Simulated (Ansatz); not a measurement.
Base system: PbO2 in the rutile structure (space group P4_2/mnm, No. 136).

```
CELL_PARAMETERS angstrom
      5.08163     0.00000     0.00000
      0.00000     5.08163     0.00000
      0.00000     0.00000     3.44362
ATOMIC_POSITIONS crystal
  Pb 0.00000 0.00000 0.00000
  Pb 0.50000 0.50000 0.50000
  O  0.30796 0.30796 0.00000
  O  0.69204 0.69204 0.00000
  O  0.19204 0.80796 0.50000
  O  0.80796 0.19204 0.50000
```

Method: PBE, PAW, 420 eV (Ansatz, an electronic-structure program; no spin-orbit coupling).

For the base:

```
Item                Value
---------------  --------
Volume per atom  14.82 Å³
c/a ratio           0.678
```

The change: cell and atoms relaxed at a pressure of 3 GPa.

Task: What does the calculation give for the volume per atom and c/a ratio after the change?

Result: The volume per atom drops by 0.38 Å³ (14.82 Å³ → 14.44 Å³); the c/a ratio grows by 0.007, from 0.678 to 0.685.

Load acts through the strain it causes; cell and atoms are relaxed under it. Stability against distortions was not tested. The final runs are not spin-polarised.
